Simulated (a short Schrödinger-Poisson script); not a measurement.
System: gated Al0.4Ga0.6N/GaN polarisation-induced gas, at 77 K.

```tsv
layer	material	thickness (nm)	Na (cm⁻³)
1	Al0.4Ga0.6N	25	-
2	GaN	6000	1e14
```

The device is made up for the run: typed textbook-type constants, with dimensions and the other settings drawn at random. Al0.4Ga0.6N: permittivity 9.26, conduction-band edge (eV) 0.58, gap (eV) 4.258, electron mass (mₑ) 0.248, Nv at 300 K (cm⁻³) 4.6e19. GaN: permittivity 9.5, conduction-band edge (eV) 0, gap (eV) 3.43, Nv at 300 K (cm⁻³) 4.6e19.

Channel valleys (confinement mass, in-plane density-of-states mass, number): Γ 0.2, 0.2, 1. At the gate the conduction-band edge of layer 1 lies 1.36 eV − eVg above the Fermi level of the channel; the field vanishes at the back. Sheet of polarisation charge: +2e13 e/cm² at 25 nm from the gate. The barrier under the gate holds no holes. Gaps are held at their typed values at every temperature. Mesh 0.08 nm at interfaces.

Solved with a short Schrödinger-Poisson script written for these runs: 1D Poisson equation in equilibrium, electrons quantum, Hartree plus LDA exchange-correlation (BenDaniel-Duke, 40 states a valley, the channel's in-plane mass for all, wave functions free to enter the barrier), parabolic valleys, classical holes, full ionisation, no traps, pinning or gate leakage.

The same stack at other levels of the model or other numerical settings:

```tsv
run	sheet density of all electrons at Vg = 0.5 V (cm⁻²)	sheet density of all electrons at Vg = -5.5 V (cm⁻²)	capacitance at Vg = 0.5 V (μF/cm²)	centroid of the channel electrons at Vg = 0.5 V (nm)	rough cost against the base
base	1.84e13	6.58e12	0.319	1.53	about 1
electrons treated as classical, Boltzmann	1.92e13	6.97e12	___	0.24	0.009
electrons treated as classical, Fermi-Dirac	1.83e13	6.60e12	0.314	___	0.04
electrons treated as quantum, Hartree	1.83e13	6.51e12	0.319	1.68	0.5
mesh six times as coarse	1.84e13	6.58e12	0.320	1.47	0.3
one subband a valley	1.84e13	6.58e12	0.318	___	0.3
```

What belongs in the gaps?


- one subband a valley, centroid of the channel electrons at Vg = 0.5 V (nm): 1.22
- electrons treated as classical, Fermi-Dirac, centroid of the channel electrons at Vg = 0.5 V (nm): 1.49
- electrons treated as classical, Boltzmann, capacitance at Vg = 0.5 V (μF/cm²): 0.327

The classical rows ignore confinement, and Boltzmann statistics overrate the density once the band edge passes the Fermi level.
